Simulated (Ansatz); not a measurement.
ZrAl₃ (I4/mmm, No. 139), treated with BLYP (Ansatz, a program for electronic structure, PAW).

Numerical settings: plane-wave cutoff 520 eV, 20×20×20 k mesh, Fermi–Dirac smearing 0.05 eV, scalar-relativistic PAW data made under PBE.

Shape and atoms are relaxed at each volume.

Pressure at four volumes; x = ln(V/18.107 Å³). One pressure is withheld.

| V (Å³/atom) | x | P (GPa) |
|---|---|---|
| 17.383 | -0.0408 | 3.96 |
| 18.107 | 0.0000 | 0.00 |
| 18.469 | 0.0198 | -1.69 |
| 18.831 | 0.0392 | ? |

Pass a parabola P(x) through the three rows shown, estimate the bulk modulus and its pressure derivative near zero pressure, and predict the withheld pressure.

Slopes between the rows: (0.00 − (3.96))/(0.0000 − (-0.0408)) = -97.06 and (-1.69 − (0.00))/(0.0198 − (0.0000)) = -85.35 GPa. Their difference over the span 0.0606 is c = 11.71/0.0606 = 193.2 GPa, so P(x) = 3.96 + (-97.06)(x − (-0.0408)) + 193.2 (x − (-0.0408))(x − (0.0000)). At the middle row B = −dP/dx = −[-97.06 + 193.2 × 0.0408] = 89.2 GPa, and B′ = dB/dP = 2c/B = 4.3. At x = 0.0392 the parabola gives -3.20 GPa; the run gives -3.20 GPa. The Birch–Murnaghan fit to the energies at all volumes has B0 = 88.8 GPa and B′ = 4.4.

Note: the bulk modulus comes from volumes at which shape and atoms were relaxed.
